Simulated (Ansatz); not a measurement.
The reference is HgTe in the zinc blende structure (space group F-43m, No. 216; a = 6.651 Å).

Levels (all Ansatz, a program for electronic structure, PAW): PBE (420 eV, spin-orbit coupling left out); PBE+SOC (420 eV, with spin-orbit coupling).

The geometry is relaxed with PBE.

- PBE pressure = 0.0 GPa

Predict the pressure from PBE+SOC.

The pressure goes from zero to -0.3 GPa.

Single points use the geometry relaxed with PBE. Differences between runs with and without spin-orbit coupling are approximate. Stability against distortions was not tested. The runs without spin-orbit coupling are not spin-polarised.
